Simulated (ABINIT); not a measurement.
**Converging the plane-wave cutoff: SnTe (F-43m, 2 atoms in the cell)**

```yaml
crystal:
  lattice:
    - [0.00000, 3.59309, 3.59309]
    - [3.59309, 0.00000, 3.59309]
    - [3.59309, 3.59309, 0.00000]
  atoms:
    - { symbol: Sn, position: [0.00000, 0.00000, 0.00000] }
    - { symbol: Te, position: [0.75000, 0.75000, 0.75000] }
```

Computed with PBEsol, norm-conserving pseudopotentials (PseudoDojo nc-sr-04 PBEsol standard) (plane waves; ABINIT).

Base settings: pseudos = [Sn.upf, Te.upf]; ecut = 41 Ha; ixc = -116133; occopt = 7; tsmear = 0.1 eV; ngkpt = 2 2 2; nshiftk = 1; shiftk = 0 0 0; potentials = PseudoDojo nc-sr-04 PBEsol standard; nband = 21.

The second cell is the first with its lattice scaled by 0.98.

The mesh stays at the base's, so the ladder's end is converged at best in this setting alone.

Only quantities that move along the ladder and can be compared are tabulated; the gap is left out on so coarse a mesh.

The count of work is k-points × plane waves × bands × iterations; it is no time. 

The starting cell comes from a database of computed structures (which also holds hypothetical and non-ambient phases and stackings), without a prior relaxation at this level. Its lattice was rescaled by up to half a per cent.

Steps (ecut): 14 Ha; 16 Ha; 19 Ha; 21 Ha; 23 Ha; 25 Ha; 29 Ha; 33 Ha; 37 Ha; 41 Ha; 45 Ha; 49 Ha; 56 Ha; 62 Ha; 72 Ha; 82 Ha; 99 Ha.

Task: What is the coarsest ecut that holds the pressure within 0.1 GPa of the last step, with all finer ones?

Result: 37 Ha, at 0.23 of the last step's count of work; the step before is off by 0.67 GPa.

Task: What is the coarsest ecut that holds the energy of the compressed cell less the first within 1 meV/atom of the last step, with all finer ones?

Result: 33 Ha, at 0.18 of the last step's count of work; the step before is off by 6.0 meV/atom.

Task: What is the coarsest ecut that holds the free energy within 5 meV/atom of the last step, with all finer ones?

Result: 37 Ha, at 0.23 of the last step's count of work; the step before is off by 11 meV/atom.

```tsv
ecut	free energy less the last step's (meV/atom)	energy of the compressed cell less the first (meV/atom)	pressure (GPa)	count of work / last
14 Ha	85514.45	-421.45	-701.31	0.050
16 Ha	49339.86	1095.12	-522.61	0.060
19 Ha	19573.09	-32.20	-292.78	0.078
21 Ha	9457.01	226.65	-176.48	0.098
23 Ha	4167.16	-28.98	-96.75	0.11
25 Ha	1713.86	69.68	-49.52	0.13
29 Ha	190.14	-20.40	-10.20	0.16
33 Ha	11.17	-26.78	-2.93	0.18
37 Ha	1.93	-26.34	-2.25	0.23
41 Ha	1.58	-26.33	-2.26	0.27
45 Ha	1.33	-26.35	-2.25	0.31
49 Ha	1.24	-26.35	-2.25	0.35
56 Ha	0.78	-26.35	-2.25	0.42
62 Ha	0.66	-26.36	-2.25	0.49
72 Ha	0.39	-26.37	-2.25	0.57
82 Ha	0.28	-26.37	-2.25	0.75
99 Ha	0.00	-26.36	-2.25	1.0
```

The energy difference between the two cells stays within 1 meV/atom of the last step's from 33 Ha on, the total only from 56 Ha on: much of the error is common to both cells and cancels.

At the lowest cutoff the pressure lies 699 GPa under the last step's, the usual sign of Pulay stress in an incomplete plane-wave basis.
